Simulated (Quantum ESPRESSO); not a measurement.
A user runs Quantum ESPRESSO on MgSi (P1, 12 atoms in the cell) and asks whether the run is sound. The aim is a self-consistent single point with DFT, PBEsol, plane waves, GBRV 1.5 ultrasoft (PBESOL) pseudopotentials.

Cell that was meant: a = 4.3144 Å, b = 5.3084 Å, c = 10.0386 Å, α = 92.37°, β = 91.03°, γ = 111.83°.

Part of the input:

```fortran
   ecutrho = 200
   occupations = 'smearing'
   smearing = 'marzari-vanderbilt'
   degauss = 0.2
/
&ELECTRONS
   conv_thr = 1e-10
```

Output (repeated stretches shortened):

```
     G-vector sticks info
     --------------------
     sticks:   dense  smooth     PW     G-vecs:    dense   smooth      PW
   [... lines left out ...]
        k(    1) = (   0.0000000   0.0000000   0.0000000), wk =   0.0833333
        k(    2) = (   0.0000000   0.0000000  -0.2152146), wk =   0.0833333
        k(    3) = (   0.0000000   0.2918448   0.0151042), wk =   0.1666667
   [... 11 lines left out ...]

     Dense  grid:    68725 G-vectors     FFT dimensions: (  40,  45,  90)

     Smooth grid:    49189 G-vectors     FFT dimensions: (  36,  45,  80)

     Initial potential from superposition of free atoms

     starting charge      82.1947, renormalised to      84.0000
     Self-consistent Calculation

     iteration #  1     ecut=    40.00 Ry     beta= 0.70

---- Real-time Memory Report at c_bands before calling an iterative solver
           288 MiB given to the printing process from OS
           134 MiB allocation reported by mallinfo(arena+hblkhd)
------------------

     total energy              =    -807.60524775 Ry
     estimated scf accuracy    <       1.09504091 Ry

     iteration #  2     ecut=    40.00 Ry     beta= 0.70

---- Real-time Memory Report at c_bands before calling an iterative solver
   [... lines left out ...]

---- Real-time Memory Report at c_bands before calling an iterative solver
           410 MiB given to the printing process from OS
           174 MiB allocation reported by mallinfo(arena+hblkhd)
------------------

     total energy              =    -808.03283169 Ry
     estimated scf accuracy    <          2.9E-10 Ry

     iteration # 15     ecut=    40.00 Ry     beta= 0.70

---- Real-time Memory Report at c_bands before calling an iterative solver
           411 MiB given to the printing process from OS
           174 MiB allocation reported by mallinfo(arena+hblkhd)
------------------
     End of self-consistent calculation

     the Fermi energy is     7.7604 ev

!    total energy              =    -808.03283169 Ry
     estimated scf accuracy    <          8.9E-12 Ry
     smearing contrib. (-TS)   =      -0.04676238 Ry
     internal energy E=F+TS    =    -807.98606932 Ry

     convergence has been achieved in  15 iterations

     Forces acting on atoms (cartesian axes, Ry/au):

     atom    1 type  1   force =    -0.00206291    0.00159554   -0.00239355
     atom    2 type  1   force =    -0.00153334   -0.00222908    0.00250183
     atom    3 type  1   force =     0.00055240    0.00115682    0.00109680
     atom    4 type  1   force =     0.00125404   -0.00146304   -0.00136267
   [... lines left out ...]

     Total force =     0.032385     Total SCF correction =     0.000010

          total   stress  (Ry/bohr**3)                   (kbar)     P=       27.35
   0.00010645  -0.00003961   0.00003323           15.66       -5.83        4.89
  -0.00003961   0.00015500  -0.00007242           -5.83       22.80      -10.65
   0.00003323  -0.00007242   0.00029626            4.89      -10.65       43.58

   JOB DONE.
```

Is this run sound? If not, what is wrong?

The run is not sound. The fault is an energy in the wrong unit. A bare number is read in the key's own unit, and eV, Ry (13.6 eV) and Ha (27.2 eV) lie far apart, so the setting ends up far from the one that was meant. To fix it, convert the value to the unit that the key expects. The run converged in 15 iterations without an error; against the sound input the free energy rises by 14.8 meV/atom, the pressure goes from 2.45 to 2.73 GPa and the largest force goes from 0.242 to 0.427 eV/Å. The full log also holds: “c_bands:  1 eigenvalues not converged”.

An input that runs soundly differs in these lines (not the only fix; some lines may just follow from the change or write a value another way):
```diff
-   degauss = 0.2
+   degauss = 0.0147
```

With that input, the run converged in 14 iterations: free energy E − TS -10994.0239 eV; Fermi level (on the code's own zero) 7.85 eV; pressure 2.45 GPa; largest force (vector length) 0.242 eV/Å (DFT, PBEsol, plane waves, GBRV 1.5 ultrasoft (PBESOL) pseudopotentials).

On the sound input: the starting cell comes from a database of computed structures (which also holds hypothetical and non-ambient phases and stackings), without a prior relaxation at this level. Its lattice was rescaled by a random factor within 2.5 % of one. Without a gap this mesh is coarse (it stands for a supercell whose shortest vector is 16 Å).
